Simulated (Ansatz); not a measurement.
The reference is LuAl3 in the Cu3Au type structure (space group Pm-3m, No. 221; a = 4.1459 Å; a cell from a computed database, its experimental status unchecked; relaxed with 0.1 eV smearing). Axes: x, y, z lie along the cube axes.

Method: Ansatz (a quantum-chemistry and plane-wave program) PBEsol, scalar-relativistic without spin-orbit coupling.

For the base:

The volume per atom is 17.81 Å³.

Now apply this change: compressive biaxial strain of 2.97 % in the plane normal to [001], as in epitaxy on a mismatched substrate; the out-of-plane cell vector and the atoms relax.

Problem. Estimate the effect on the volume per atom.

Solution. The volume per atom shrinks by 0.82 Å³ (17.81 Å³ → 16.99 Å³).

Whether these cells are dynamically stable was not tested.
